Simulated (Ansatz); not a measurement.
Abridged Ansatz (an electronic-structure program) output:

```
Pseudopotential: Lu, paw, valence charge 25
Crystal: 1 atoms, lattice volume = 27.877 Å³
Basis set: ecut = 420 eV, 555 PW (Γ), exchange–correlation on 48×48×48 points (8 copies of the dense FFT grid, shifted against one another)
Bands: 17, of which v1, the nominal top of the filled ones, is band 13 counted from 1 (12 counted from 0)
Symmetry: 48 space group operations
k-points: 165 of 4913
Functional: x = pbesol(κ = 0.804, μ = 0.12345679012345678), c = pbesol(β = 0.046)
SCF iter   1: F=—  HF=-14612.004700 eV  |F-HF|=—  |Δ(HF+E_count)|=         —  Δρ=1.94e-2  dr2=1.46e-1  ethr=3.10e-3  ⟨swp⟩=5.4  Hψ=15959  notcnv=0
SCF iter   2: F=—  HF=-14611.972380 eV  |F-HF|=—  |Δ(HF+E_count)|=   3.23e-2  Δρ=1.27e-2  dr2=6.30e-2  ethr=5.85e-4  ⟨swp⟩=3.1  Hψ=7445  notcnv=0  defer=18
SCF 1 converged in 10 iterations: F = -14611.957938 eV  dr2 = 6.61e-12
SCF converged after 10 iterations
Free energy (F): -14611.957938 eV
Internal energy: -14611.939871 eV  (E = F + TS)
E sigma→0 (E₀):  -14611.948905 eV
Entropy (-TS):   -0.018067 eV (-18.067 meV/atom)
Fermi energy:    14.400288 eV
--- Forces (eV/Å), atoms counted from 1 ---
  atom   1  Lu     0.00000000    -0.00000000     0.00000000
--- Stress (GPa, compression-positive) ---
       -0.000505       0.000000       0.000000
        0.000000      -0.000505      -0.000000
       -0.000000      -0.000000      -0.000505
  P = ⅓ Tr σ = -0.0005 GPa (-0.005 kbar)
```

### Question
What was computed, and what are the main results?

### Answer
Lu, 1 atom in the cell, with Ansatz, PBEsol, PAW, cutoff 420 eV, spin-orbit coupling left out, earlier PAW set. The last SCF converged to F = -14611.957938 eV, or -14611.9579 eV per atom, at a pressure of 0.00 GPa. The total energy compares only with runs of the same code, potentials and settings.

Stability against distortions was not tested. The final runs are not spin-polarised. The cell was made from Nb by this change: Nb → Lu; the result is a model cell, its experimental status unchecked. This is not the structure that Lu has at room temperature and ambient pressure.
